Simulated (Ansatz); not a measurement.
**What isotropic strain −2.57 % does to LaB6**

Take LaB6 (space group Pm-3m, No. 221; a = 4.130 Å) as the base.

Now apply this change: an isotropic linear strain of −2.57 %; the atoms relax in the strained cell.

All numbers come from Ansatz (an electronic-structure program), PBEsol, PAW, cutoff 420 eV, no SOC. Settings: 11×11×11 k-points, 0.05 eV Fermi–Dirac smearing.

Space group: Pm-3m (No. 221) (base Pm-3m (No. 221))
Shortest interatomic distance: 1.599 Å (base 1.649 Å)
Energy relative to the base (free energy F): +36 meV/atom
Pressure: 16.2 GPa (base 0.0 GPa)
Band gap: zero (base zero)

Final structure:

```
LaB6
1.0
    4.02375     0.00000     0.00000
    0.00000     4.02375     0.00000
    0.00000     0.00000     4.02375
La B
1 6
Direct
  0.00000   0.00000   0.00000
  0.19871   0.50000   0.50000
  0.80129   0.50000   0.50000
  0.50000   0.50000   0.19871
  0.50000   0.50000   0.80129
  0.50000   0.19871   0.50000
  0.50000   0.80129   0.50000
```

Cost of the whole job for the changed cell (relaxation, final SCF and bands): roughly 10 core-seconds.

No phonon test of stability was made. The final runs are not spin-polarised. An odd electron count without spin: LaB6.
